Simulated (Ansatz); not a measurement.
The parent structure is SiO2 (space group P3_221, No. 154; a = 4.866 Å, c = 5.365 Å). Axes: x lies along a and z along c of the hexagonal cell.

Calculations: LDA (Ansatz, a quantum-chemistry and plane-wave program, PAW, no spin-orbit coupling).

One thing is altered: every lattice vector is shortened by 3.00 %, atoms relaxed at fixed cell.

Question: Predict the stress tensor and what it implies for the stiffness.

Answer: Stress of the strained cell less that of the base (GPa, compression positive):
```
   3.92    0.00    0.00
   0.00    3.92    0.00
   0.00    0.00    5.20
```

Then B = −ΔP/(ΔV/V₀) with ΔV/V₀ = -0.0873 gives secant stiffness values (nonlinear terms included at this strain): B (at held cell shape, above the free-shape value) ≈ 50 GPa.

As a check, the harmonic strain energy −½ V₀ Δσ:ε is 15 meV/atom; the computed energy rise is 13 meV/atom.

Whether these cells are dynamically stable was not tested.
